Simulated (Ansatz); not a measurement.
Pressure series in Mo

Start from Mo in the bcc (W type) structure (space group Im-3m, No. 229).

```
CELL_PARAMETERS angstrom
     -1.56478     1.56478     1.56478
      1.56478    -1.56478     1.56478
      1.56478     1.56478    -1.56478
ATOMIC_POSITIONS crystal
  Mo 0.00000 0.00000 0.00000
```

Cell and atoms are relaxed at each pressure.

Method: PBEsol (Ansatz, a program for electronic structure, PAW, no spin-orbit coupling).

| pressure (GPa) | volume per atom (Å³/atom) |
|---|---|
| -2 | 15.438 |
| -1 | 15.381 |
| 0 | 15.326 |
| 0.9 | 15.277 |
| 2.1 | 15.214 |
| 9 | 14.870 |
| 15 | ? |
| 22.5 | 14.300 |
| 30 | 14.026 |

Q: Fit the third-order Birch–Murnaghan form P(V) = (3B₀/2)[(V₀/V)^(7/3) − (V₀/V)^(5/3)]·[1 + (3/4)(B₀′ − 4)((V₀/V)^(2/3) − 1)] (squares taken in P) to the rows shown and predict the withheld row.

A: Least squares on the printed values gives V₀ = 15.326 Å³/atom, B₀ = 279 GPa, B₀′ = 4.3; this predicts 14.603 Å³/atom, and the run gives 14.602 Å³/atom, in agreement.

Load acts through the strain it causes; cell and atoms are relaxed under it. Stability against distortions was not tested. Competing high-pressure phases were not computed. All final runs are without spin polarisation.
